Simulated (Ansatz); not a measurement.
For SnO (model structure, from the WC type, P-6m2, No. 187), PBE in Ansatz (plane waves, PAW) gives:

| Item | Result |
|---|---|
| lattice constant a | 3.387 Å |
| lattice parameter c | 3.291 Å |

Problem. What does r²SCAN in Ansatz (PAW) give for the same quantities?

Solution. 
- lattice constant a: 3.302 Å (falls by 2.5 %)
- lattice parameter c: 3.299 Å (grows by 0.2 %)

Changes are worked out from the printed values.

Unless a cell is named, each level is at its own relaxed cell (PBE 16.35, r²SCAN 15.57 Å³/atom).

Ansatz's density-functional and Hartree–Fock values are scalar-relativistic unless marked +SOC, with PAW data made under PBE.

A model structure was made by putting elements into a prototype or built by hand; it is no filed structure, need not be a known phase, and can be a saddle point held by its symmetry.

Ansatz is a quantum-chemistry and plane-wave program.
